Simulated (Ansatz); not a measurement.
Reference: YAl (Pm-3m), PBEsol, DFPT electron-phonon coupling, linearised Boltzmann equation (plane waves, PAW, scalar-relativistic; Ansatz, an electronic-structure program); geometry: relaxed with this functional, without spin-orbit coupling.

```xyz
2
Lattice="3.5623 0.0000 0.0000 0.0000 3.5623 0.0000 0.0000 0.0000 3.5623" Properties=species:S:1:pos:R:3 pbc="T T T"
Y      1.7811     1.7811     1.7811
Al     0.0000     0.0000     0.0000
```

- resistivity at 300 K = 21 μΩ·cm

Problem. Replace Y by Sc on the same sites and relax. What happens?

Solution. ScAl (Pm-3m): volume per atom 22.6 to 18.7 Å³; resistivity at 300 K falls (21 μΩ·cm to 15.7 μΩ·cm).

Problem. Swap Y for Os, keeping the structure type. How do these values move?

Solution. OsAl (Pm-3m): volume per atom 22.6 to 13.4 Å³; resistivity at 300 K falls (21 μΩ·cm to 6.7 μΩ·cm).

Problem. Swap Al for Zn, keeping the structure type. How do these values move?

Solution. YZn (Pm-3m): volume per atom 22.6 to 21.8 Å³; resistivity at 300 K rises (21 μΩ·cm to 67 μΩ·cm).

Moves up to 6 % count as about the same. Metals; harmonic phonons alone scatter; means over directions. Halving the electron mesh moves these values by up to 4 %; q meshes are mostly untested. Some of the runs warned that the eigensolver left states short of its tolerance. Spin-orbit coupling is left out.

Formula and space group known from diffraction (Crystallography Open Database), not checked to be the room-temperature form: YZn (Pm-3m). Computed structure with no diffraction record at hand here (it may be known, metastable or hypothetical): OsAl (Pm-3m), ScAl (Pm-3m), YAl (Pm-3m). The missing spin-orbit coupling matters most for OsAl (Pm-3m).
